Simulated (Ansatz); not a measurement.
**CaZrF6 (space group Fm-3m, No. 225; a cell from a computed database, its experimental status unchecked)**

```cif
data_CaF6Zr
_chemical_formula_sum 'Ca1 Zr1 F6'
_space_group_name_H-M_alt 'P 1'
_space_group_IT_number 1
_cell_length_a 6.01807
_cell_length_b 6.01807
_cell_length_c 6.01807
_cell_angle_alpha 60.000
_cell_angle_beta 60.000
_cell_angle_gamma 60.000
loop_
_space_group_symop_operation_xyz
  'x, y, z'
loop_
_atom_site_label
_atom_site_type_symbol
_atom_site_fract_x
_atom_site_fract_y
_atom_site_fract_z
_atom_site_occupancy
Ca1 Ca 0.50000 0.50000 0.50000 1
Zr1 Zr 0.00000 0.00000 0.00000 1
F1 F 0.76386 0.23614 0.23614 1
F2 F 0.23614 0.76386 0.76386 1
F3 F 0.23614 0.76386 0.23614 1
F4 F 0.76386 0.23614 0.76386 1
F5 F 0.23614 0.23614 0.76386 1
F6 F 0.76386 0.76386 0.23614 1
```

Calculations: Ansatz (a quantum-chemistry and plane-wave program), PBEsol, PAW, cutoff 420 eV, spin-orbit coupling left out. Settings: 7×7×7 k-points, 0.05 eV Fermi–Dirac smearing.

```yaml
volume_per_atom: 19.26 Å³
density: 2.64 g/cm³
band_gap: 7.01 eV, direct at Γ
Lowest conduction-band minima above the VBM: Γ 7.01 eV
total_energy: -1342.375 eV/atom (σ→0; compares only within this code and set-up)
```

Stability against distortions was not tested.
